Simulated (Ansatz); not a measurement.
Results of PBEsol (plane waves, PAW; Ansatz, a quantum-chemistry and plane-wave program) for ZnSe (model structure, started from the WC type, P-6m2, No. 187, 2 atoms in the cell).

Numerical settings: plane-wave cutoff 520 eV, 18×18×16 k mesh (along the axes of the cell as run), Fermi–Dirac smearing 0.05 eV, scalar-relativistic PAW data made under PBE.

Cell (relaxed at this level):

```yaml
crystal:
  lattice:
    - [3.66578, 0.00000, 0.00000]
    - [-1.83289, 3.17466, 0.00000]
    - [0.00000, 0.00000, 3.27118]
  atoms:
    - { symbol: Zn, position: [0.00000, 0.00000, 0.00000] }
    - { symbol: Se, position: [0.66667, 0.33333, 0.50000] }
```

**Question.** Predict the bulk modulus B0.

**Answer.** 
- bulk modulus B0 = 68.8 GPa

The run finds no gap.

Note: the bulk modulus is −V dP/dV from two relaxed cells at ±2 % in volume; the relaxation could raise the start's symmetry but not lower it, so the cell can be a saddle point.

It cost very roughly 2.5 core-minutes of CPU time.

A model structure was made by putting elements into a prototype or built by hand; it is no filed structure, need not be a known phase, and can be a saddle point held by its symmetry.
